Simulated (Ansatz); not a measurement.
The parent structure is W in the bcc (W type) structure (space group Im-3m, No. 229; a = 3.154 Å; relaxed with 0.1 eV smearing). Axes: x, y, z lie along the cube axes.

Now apply this change: biaxial strain −1.32 %, plane normal [001], relaxed out of plane (Cartesian); in-plane vectors clamped, the third vector and the atoms free.

Levels (all Ansatz, a first-principles code, PAW): PBEsol (420 eV, no SOC); r2SCAN (500 eV, without spin-orbit coupling).

The geometry is relaxed with PBEsol.

| Item | Result |
|---|---|
| PBEsol pressure | 5.4 GPa |

Task: How does going to r2SCAN change the pressure?

Result: The pressure increases by 4.8 GPa to 10.2 GPa.

Single points use the geometry relaxed with PBEsol. Their cutoffs differ, which shifts pressures a little. Whether these cells are dynamically stable was not tested. All final runs are without spin polarisation.
